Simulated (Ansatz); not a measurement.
GaN (model structure, within 0.1 Å of Fm-3m, No. 225, 4 atoms in the cell) was calculated with PBEsol (Ansatz, a quantum-chemistry and plane-wave program, PAW).

Settings: plane-wave cutoff 500 eV, 14×14×8 k mesh (along the axes of the cell as run), Fermi–Dirac smearing 0.05 eV, scalar-relativistic PAW data made under PBE.

Cell (relaxed at this level):

```xyz
4
Lattice="2.5764 -1.4920 -0.1931 2.5764 1.4920 -0.1931 -1.3523 0.0000 4.9874" Properties=species:S:1:pos:R:3 pbc="T T T"
Ga     1.2882     0.7460    -0.0966
Ga     0.6121    -0.7460     2.3971
N      2.2383    -0.7457     1.0537
N      1.5622     0.7457     3.5474
```

### Question
Predict the band gap.

### Answer

* **band gap**: 0.55 eV (on the SCF k mesh)

Spin–orbit coupling is not included.

Computed values are for the static lattice.

A model structure was made by putting elements into a prototype or built by hand; it is no filed structure, need not be a known phase, and can be a saddle point held by its symmetry.
